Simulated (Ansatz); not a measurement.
## RuSi (P4/mmm): band-structure transport figures

```yaml
crystal:
  lattice:
    - [2.91981, 0.00000, 0.00000]
    - [0.00000, 2.91981, 0.00000]
    - [0.00000, 0.00000, 2.90526]
  atoms:
    - { symbol: Si, position: [0.50000, 0.50000, 0.50000] }
    - { symbol: Ru, position: [0.00000, 0.00000, 0.00000] }
```

Method: PBEsol, rigid bands (plane waves, PAW, scalar-relativistic; Ansatz, a first-principles code). Condition of this run: biaxial stress xx = yy = -2 GPa (compression positive) (the target of the relaxation). Cell: cell and atoms relaxed with PBEsol, then loaded as said.

```yaml
density of states at the Fermi level: 0.257 states/(eV·cell), both spins
bare Sommerfeld coefficient: 0.30 mJ/(mol of atoms·K²)
drude_plasma_energy: 5.8 eV
root-mean-square Fermi velocity: 1.1e6 m/s
resistivity times τ: 14.6 ×10⁻²² Ω·m·s
```

A metal at this level (no band gap); rigid bands, thermally averaged at 300 K, both spins. Spin-orbit coupling is left out. τ is one relaxation time for all states.

Computed structure, not matched to a measured one here, so possibly hypothetical: RuSi (P4/mmm).
